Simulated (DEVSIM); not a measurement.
System: Schottky contact on p-type Ge, at 300 K.

| layer (left to right) | material | thickness (μm) | Na (cm⁻³) | τn (s) | τp (s) |
|---|---|---|---|---|---|
| 1 | Ge | 0.530 | 1.5e16 | 2.5e-5 | 2.5e-5 |
| 2 | Ge | 5.60 | 1e18 | 2.5e-5 | 2.5e-5 |

Left contact: Schottky, work function 4.314 eV, emission velocity 1.9e6 cm/s. Right contact: ohmic. Voltage is applied to the left contact. Recombination: SRH at mid-gap, radiative, Auger. Mobility is μmin + (μ − μmin)/(1 + (N/Nref)^α).

Constants are typed, rounded textbook-type inputs, not results; the design itself was drawn at random and stands for no fabricated device. Values at 300 K.

```
parameter           Ge
-------------  -------
gap (eV)         0.664
affinity (eV)        4
permittivity        16
Nc (cm⁻³)      1.04e19
Nv (cm⁻³)         6e18
μn (cm²/Vs)       3900
μp (cm²/Vs)       1900
μn,min             150
μp,min             100
Nref,n          2.6e17
Nref,p            4e17
αn                0.56
αp                 0.6
B (cm³/s)      6.4e-14
Cn (cm⁶/s)       1e-31
Cp (cm⁶/s)       1e-31
```

Simulated with DEVSIM: 1D drift-diffusion, Boltzmann statistics, complete ionisation; no tunnelling, impact ionisation, image-force lowering or self-heating. Metal contacts follow the ideal Schottky-Mott rule: no Fermi-level pinning, no interface dipoles.

The thickness of layer 1 was swept, all else fixed.

| thickness of layer 1 (μm) | dark forward voltage at 100 A/cm² (V) |
|---|---|
| 0.11 | 0.099 |
| 0.19 | 0.100 |
| 0.32 | 0.100 |
| 0.53 | 0.101 |
| 0.9 | 0.102 |
| 1.6 | 0.104 |
| 2.7 | 0.107 |

From the first row to the last the dark forward voltage at 100 A/cm² goes from 0.099 to 0.107.
